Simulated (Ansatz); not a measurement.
We consider BaTe (Pm-3m, No. 221, 2 atoms in the cell; start mp-2600; a measured phase of this formula has another space group), described by HSE06 (Ansatz, an electronic-structure program, PAW).

Settings: plane-wave cutoff 520 eV, 6×6×6 k mesh, scalar-relativistic PAW data made under PBE.

Computed at the level's own relaxed cell.

Hill averages of the elastic tensor: K = 33.9 GPa, G = 16.6 GPa. Volume 37.744 Å³/atom, mean atomic mass 132.464 u.

Q: Work out the density, the sound velocities of a polycrystal and the elastic Debye temperature at this level.

A: ρ = 1.66054 × 132.464/37.744 = 5.828 g/cm³. v_l = √[(K + 4G/3)/ρ] = 3.101 km/s and v_t = √(G/ρ) = 1.688 km/s. The mean follows from 3/v_m³ = 1/v_l³ + 2/v_t³: v_m = 1.883 km/s. Θ_D = (ħ/k_B) v_m (6π²/V)^(1/3) = 76.38 K Å s/km × 1.883 × 1.1620 Å⁻¹ = 167 K, counting all atoms of the cell.

Note: the relaxation could not lower the start's symmetry, so the cell can be a saddle point above a distorted one.

A start named mp-… is a Materials Project structure, which need not be a measured phase.
